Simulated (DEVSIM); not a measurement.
System: InP n-i-p diode, at 400 K.

Layer 1 from the left is InP, thickness (μm) 0.670, Nd (cm⁻³) 1.9e17, τn (s) 2.8e-8, τp (s) 2.8e-8. Layer 2 from the left is InP, thickness (μm) 46.0, Na (cm⁻³) 6.5e13, τn (s) 2.8e-8, τp (s) 2.8e-8. Layer 3 from the left is InP, thickness (μm) 0.400, Na (cm⁻³) 8e17, τn (s) 2.8e-8, τp (s) 2.8e-8.

Left contact: ohmic. Right contact: ohmic. Voltage is applied to the left contact. Recombination: SRH at mid-gap, radiative. Mobility is μmin + (μ − μmin)/(1 + (N/Nref)^α).

Constants are typed, rounded textbook-type inputs, not results; the design itself was drawn at random and stands for no fabricated device. Values at 300 K; Nc and Nv go as T^1.5, mobilities as T to minus their exponent, the gap by Varshni's rule with the affinity fixed.

InP: gap (eV) 1.344, affinity (eV) 4.38, permittivity 12.5, Nc (cm⁻³) 5.7e17, Nv (cm⁻³) 1.1e19, μn (cm²/Vs) 5200, μp (cm²/Vs) 170, μn,min 400, μp,min 10, Nref,n 3e17, Nref,p 4.9e17, αn 0.47, αp 0.62, T exponent of μn 2, T exponent of μp 2, B (cm³/s) 1.2e-10, Varshni α (eV/K) 0.000363, Varshni β (K) 162.

DEVSIM, 1D drift-diffusion, Boltzmann statistics, complete ionisation; no tunnelling, impact ionisation, image-force lowering or self-heating.

Question: What does the simulation give for the potential step across the device at zero bias, the dark forward voltage at 1 A/cm²?

Answer: potential step across the device at zero bias 1.153 V; dark forward voltage at 1 A/cm² 1.128 V.
